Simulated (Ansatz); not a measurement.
Start from Fe in the bcc (W type) structure (space group Im-3m, No. 229; ferromagnetic).

```
CELL_PARAMETERS angstrom
     -1.39350     1.39350     1.39350
      1.39350    -1.39350     1.39350
      1.39350     1.39350    -1.39350
ATOMIC_POSITIONS crystal
  Fe 0.00000 0.00000 0.00000
```

Method: plane-wave PAW DFT at the PBEsol level (Ansatz, a program for electronic structure, 420 eV), spin-orbit coupling left out.

Before the change:

The volume per atom comes out as 10.82 Å³.

One thing is altered: a hydrostatic pressure of 3 GPa.

Q: Predict the new volume per atom.

A: The volume per atom drops by 0.146 Å³ to 10.68 Å³.

Other magnetic orders, which the real material may have, were not ruled out. Load acts through the strain it causes; cell and atoms are relaxed under it. Stability against distortions was not tested. The base started in Fmmm and relaxed to Im-3m at this level.
